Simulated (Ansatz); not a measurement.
Take BN in the zinc blende structure (space group F-43m, No. 216) as the base.

```yaml
crystal:
  lattice:
    - [0.00000, 1.79027, 1.79027]
    - [1.79027, 0.00000, 1.79027]
    - [1.79027, 1.79027, 0.00000]
  atoms:
    - { symbol: B, position: [0.00000, 0.00000, 0.00000] }
    - { symbol: N, position: [0.25000, 0.25000, 0.25000] }
```

Cartesian axes are those of the cell as printed.

Calculations: LDA (Ansatz, a quantum-chemistry and plane-wave program; PAW; 420 eV plane waves; spin-orbit coupling left out).

Strains are applied to the cell and any free atomic positions relax; under biaxial strain the out-of-plane vector relaxes too.

One change was made to it. Results:

The smallest direct gap shrinks by 0.56 eV (8.83 eV → 8.27 eV); the valence-band top at Γ (three highest levels, from the VBM) goes from 0.00, 0.00, 0.00 eV to 0.00, -0.34, -0.34 eV.

Question: Which change produced these results?
(A) biaxial strain +3.00 %, plane normal [001], relaxed out of plane
(B) biaxial strain −1.50 %, plane normal [001], relaxed out of plane
(C) biaxial strain +2.00 %, plane normal [001], relaxed out of plane
(D) biaxial strain −3.00 %, plane normal [001], relaxed out of plane
(E) biaxial strain +2.50 %, plane normal [001], relaxed out of plane

Answer: E, biaxial strain +2.50 %, plane normal [001], relaxed out of plane. For comparison, the valence-band top at Γ in the other runs: biaxial strain −3.00 %, plane normal [001], relaxed out of plane gives 0.00, 0.00, -0.50 eV; biaxial strain +2.00 %, plane normal [001], relaxed out of plane gives 0.00, -0.28, -0.28 eV; biaxial strain −1.50 %, plane normal [001], relaxed out of plane gives 0.00, 0.00, -0.24 eV; biaxial strain +3.00 %, plane normal [001], relaxed out of plane gives 0.00, -0.40, -0.40 eV.

No phonon test of stability was made.
